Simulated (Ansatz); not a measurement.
# Zr: energy against volume

Zr (hcp, P6_3/mmc, 21.789 Å³/atom and stress up to 0.01 GPa in the relaxed cell, c along z) under hydrostatic pressure, with the cell free. LDA in Ansatz, a plane-wave DFT program (PAW, default set), 420 eV, 17×17×9 Γ-centred mesh, Fermi-Dirac smearing 0.05 eV; ions are relaxed, or left where forces stay under 0.02 eV/Å, within the symmetry of each cell. Against the start cell, which lies near the measured one, the relaxed cell differs by -6.3 % in volume and -1.3 % in c; the values below rest on it.

Here V stands for volume and E for E less E0.

| volume (Å³/atom) | E less E0 (meV/atom) | pressure (GPa) |
|---|---|---|
| 22.2324 | 2.76 | -2.00 |
| 22.0067 | 0.66 | -1.00 |
| 21.7890 | 0.00 | 0.00 |
| 21.6013 | 0.54 | 0.90 |
| 21.3592 | 2.82 | 2.10 |
| 20.9059 | 12.18 | 4.50 |
| 20.1393 | 44.31 | 9.00 |
| 19.2670 | ? | ? |

The 7 complete rows are fitted with the third-order Birch-Murnaghan form, a cubic in V^(-2/3), E against V. With u = V^(-2/3) - 0.1297, the rows have u = -0.0032237, -0.0023604, -0.0015136, -0.0007721, 0.0002003, 0.0020713, 0.0053943. Least squares gives E = 2.213 + 2892.0·u + 935277·u² - 4573253·u³. Residuals (row less fit): -0.003, 0.002, 0.006, 0.000, -0.010, 0.005, -0.001; standard error 0.007 (degrees of freedom: 3). Its minimum lies at u = -0.0015289, so V0 = (0.1281711)^(-3/2) = 21.79. There d²E/du² = 1913000 and d³E/du³ = -2.744e7, so B0 = (4/9) × 21.79^(-7/3) × 1913000 × 0.160218 = 103 GPa (the last factor turns the table's units into GPa), and B0' = 4 + (2/3) × 0.1281711 × (-2.744e7)/1913000 = 2.8. B0' rests on the cubic coefficient alone and has a standard error of 0.1 from these residuals.

What does the fit predict for E at V = 19.2670, and how far is the calculated value from it?

u = 0.0094417, so E = 2.213 + 2892.0 × 0.0094417 + 935277 × 0.0094417² - 4573253 × 0.0094417³ = 109.045 meV/atom. The calculation gives 109.09 meV/atom, 0.045 meV/atom above the prediction (0.0 % of the range of E in the table). The row lies outside the fitted rows, so this is an extrapolation. From the scatter of the fitted rows alone, a prediction at this place has a standard error of 0.096 meV/atom, so the miss is 0.5 times that.

In a metal these values are sensitive to mesh and smearing; energies are taken to zero smearing, stresses follow the free energy. The runs aren't spin-polarised. Other structures, which can take over under pressure, weren't tried. The same form fitted to the pressure column gives B0' = 2.8; series where the two differ by over 0.4 aren't shown. Rows are the converged runs of the series near zero and its far end, less any whose ions stayed unrelaxed beside relaxed ones; series whose fitted rows scatter by over a few per cent of the range, as at a crossing or softening among them, aren't shown in this form.
